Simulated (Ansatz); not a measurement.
Given:

Host crystal: beta Ga2O3, with a band gap (PBE, scalar-relativistic without spin-orbit coupling).

End structure of Cl on the 1x1 (100) surface of beta Ga2O3 (cut with top plane Ga + 2 O), one in a 1x1 cell, started at the site 'hollow Ga over Ga at depth 9.3 Å':

```yaml
crystal:
  lattice:
    - [3.08342, 0.00000, 0.00000]
    - [0.00000, 5.87726, 0.00000]
    - [0.00000, 0.00000, 29.50000]
  atoms:
    - { symbol: O, position: [0.50000, 0.71473, 0.32740] }
    - { symbol: O, position: [0.50000, 0.28361, 0.32800] }
    - { symbol: Ga, position: [0.00000, 0.49961, 0.33711] }
    - { symbol: Ga, position: [0.50000, 0.99844, 0.35756] }
    - { symbol: O, position: [0.00000, 0.99641, 0.39383] }
    - { symbol: O, position: [0.00000, 0.50340, 0.40229] }
    - { symbol: Ga, position: [0.50000, 0.49755, 0.43713] }
    - { symbol: Ga, position: [0.00000, 0.01015, 0.46104] }
    - { symbol: O, position: [0.50000, 0.21809, 0.46594] }
    - { symbol: O, position: [0.50000, 0.77578, 0.46860] }
    - { symbol: O, position: [0.00000, 0.97703, 0.53153] }
    - { symbol: O, position: [0.00000, 0.52979, 0.53443] }
    - { symbol: Ga, position: [0.50000, 0.73991, 0.53811] }
    - { symbol: Ga, position: [0.00000, 0.25240, 0.56499] }
    - { symbol: O, position: [0.50000, 0.24743, 0.60024] }
    - { symbol: O, position: [0.50000, 0.75747, 0.60442] }
    - { symbol: Ga, position: [0.00000, 0.75440, 0.64047] }
    - { symbol: Ga, position: [0.50000, 0.25227, 0.66918] }
    - { symbol: O, position: [0.00000, 0.47185, 0.66916] }
    - { symbol: O, position: [0.00000, 0.03370, 0.67036] }
    - { symbol: Cl, position: [0.50000, 0.26185, 0.75220] }
```

Model: 21-atom slab, 10.2 Å thick at the start under the adsorbate (thin: gaps and levels are the slab's own), 6x4x1 mesh, Fermi-Dirac 0.01 eV, dipole correction, 10 atoms held, the rest relaxed; held to the start's symmetry, so lower structures may exist; spin-polarised, ending with about 0.7 μB a cell, a value that depends on the mesh; orders that need a larger cell were not tried, no spin-orbit, no U, no dispersion correction. The slab shows no gap over 0.04 eV on its mesh. At the end it is bonded to Ga. In PBE it is, or lies within 0.03 eV of, the lowest of the starts that converged.

A negative adsorption energy means that the adsorbate is more stable on the surface than in its reference.

### Question
Predict the work function of the top face from PBE (Ansatz, a program for electronic structure).

### Answer
7.95 eV

### Question
What change of the step from the bottom to the top vacuum level, against the clean slab does PBE give?

### Answer
1.04 eV

### Question
Predict the adsorption energy against ½ Cl2(g) from PBE.

### Answer
655 meV
